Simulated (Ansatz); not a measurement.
# A computed series for SiC: response to strain

The reference is SiC in the wurtzite structure (space group P6_3mc, No. 186; a = 3.056 Å, c = 5.016 Å). Axes: x lies along a and z along c of the hexagonal cell.

Strains are applied to the cell and any free atomic positions relax; under biaxial strain the out-of-plane vector relaxes too.

Method: DFT with LDA, PAW potentials and a 420 eV plane-wave cutoff in Ansatz (a first-principles code), scalar-relativistic without spin-orbit coupling.

```json
[
 {"change": "base", "band gap": "2.13 eV", "volume per atom": "10.14 Å³"},
 {"change": "biaxial strain −3.00 %, plane normal [001], relaxed out of plane", "band gap": "1.70 eV", "volume per atom": "9.61 Å³"},
 {"change": "biaxial strain −2.40 %, plane normal [001], relaxed out of plane", "band gap": "1.79 eV", "volume per atom": "9.72 Å³"},
 {"change": "biaxial strain −1.80 %, plane normal [001], relaxed out of plane", "band gap": "1.88 eV", "volume per atom": "9.82 Å³"},
 {"change": "biaxial strain −1.20 %, plane normal [001], relaxed out of plane", "band gap": "1.97 eV", "volume per atom": "9.93 Å³"},
 {"change": "biaxial strain −0.60 %, plane normal [001], relaxed out of plane", "band gap": "2.05 eV", "volume per atom": "10.04 Å³"}
]
```

Stability against distortions was not tested.
